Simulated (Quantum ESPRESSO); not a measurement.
A working Quantum ESPRESSO input for HoZn (Pm-3m, 2 atoms in the cell) (DFT, LDA (PZ), plane waves, SSSP 1.1.2 efficiency (PBE) pseudopotentials):

```fortran
&control
   calculation = 'scf'
   prefix = 'hozn'
   outdir = './work'
   pseudo_dir = './'
   tprnfor = .true.
   tstress = .true.
/
&system
   ibrav = 0
   nat = 2
   ntyp = 2
   ecutwfc = 50
   ecutrho = 400
   occupations = 'smearing'
   smearing = 'gauss'
   degauss = 0.0099958
   nspin = 2
   starting_magnetization(1) = 0.190
   input_dft = 'pz'
/
&electrons
   conv_thr = 1.0d-10
   mixing_beta = 0.3
/
ATOMIC_SPECIES
Ho   164.9303  Ho.GGA-PBE-paw-v1.0.UPF
Zn    65.3800  Zn_pbe_v1.uspp.F.UPF
ATOMIC_POSITIONS alat
Ho    0.0000000000    0.0000000000    0.0000000000
Zn    0.5000000000    0.5000000000    0.5000000000
K_POINTS automatic
12 12 12  1 1 1
CELL_PARAMETERS angstrom
   3.5962530000     0.0000000000     0.0000000000
   0.0000000000     3.5962530000     0.0000000000
   0.0000000000     0.0000000000     3.5962530000
```

The run converged in 21 iterations: free energy E − TS -17340.9773 eV; Fermi level (on the code's own zero) 12.57 eV; pressure -6.53 GPa; size of the cell's spin moment 3.47 μB; site moments (μB, in the program's spheres or projections) Ho 3.51, Zn -0.03. Each of these slips is then made, one at a time:

(1)
```diff
-&electrons
-   conv_thr = 1.0d-10
-   mixing_beta = 0.3
-/
```

(2)
```diff
-K_POINTS automatic
-12 12 12  1 1 1
+K_POINTS gamma
```

Task: What happens in each case?

Result: 
(1) A required namelist left out. The program stopped before any SCF iteration.
```
Error in routine  read_namelists (1):
bad line in namelist &electrons: "   0.0000000000     0.0000000000     3.5962530000" (error could be in the previous line)
```

(2) A single k-point for a small metallic cell. The run converged in 28 iterations without an error; against the sound input the free energy rises by 5.2 meV/atom, the pressure goes from -6.53 to -16.17 GPa and the size of the net moment goes from 1.74 to 2.50 μB/atom.

The starting cell comes from a database of published, mostly measured structures (it also holds non-ambient and calculated ones), without a prior relaxation at this level. Its lattice was rescaled by a random factor within 2.5 % of one. With one magnetic atom in the cell only a parallel order is possible. With U or open f shells several self-consistent states can exist. The f electrons are in the valence without U or exact exchange, which can misplace them near the Fermi level. Spin-orbit terms, which matter for f shells, are left out. In the base run, with a pressure of about -7 GPa the cell is away from its equilibrium volume at this level.

Left out of this page: 3 runs of the series outside the window shown, repeating another row's setting, or not comparable.
